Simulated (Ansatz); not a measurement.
Data:

```yaml
crystal:
  lattice:
    - [5.11212, 0.00000, 0.00000]
    - [0.00000, 5.11212, 0.00000]
    - [0.00000, 0.00000, 3.46430]
  atoms:
    - { symbol: Pb, position: [0.00000, 0.00000, 0.00000] }
    - { symbol: Pb, position: [0.50000, 0.50000, 0.50000] }
    - { symbol: O, position: [0.30843, 0.30843, 0.00000] }
    - { symbol: O, position: [0.80843, 0.19157, 0.50000] }
    - { symbol: O, position: [0.19157, 0.80843, 0.50000] }
    - { symbol: O, position: [0.69157, 0.69157, 0.00000] }
```

No spin polarisation.

The values are results of Ansatz (a program for electronic structure), PBE, PAW, cutoff 420 eV, no SOC, not measurements. k-mesh 9×9×14 (Γ-centred); smearing 0.05 eV (Fermi–Dirac).

### Question
What band gap does the calculation give?

### Answer
Zero.

### Question
Predict the pressure (mean of the normal stresses, compression positive).

### Answer
-2.0 GPa.

Spin-orbit coupling, missing from the scalar runs, can matter with Pb. The cells carry an imposed strain or load. No phonon test of stability was made. The final runs are not spin-polarised. The cell was made from PbO2 in the rutile structure (space group P4_2/mnm, No. 136) by this change: isotropic strain +0.60 %. Gaps under 0.05 eV, about the width of the smearing, are given as zero. A zero or small gap of PbO2 can be the functional's error rather than a property of the material.
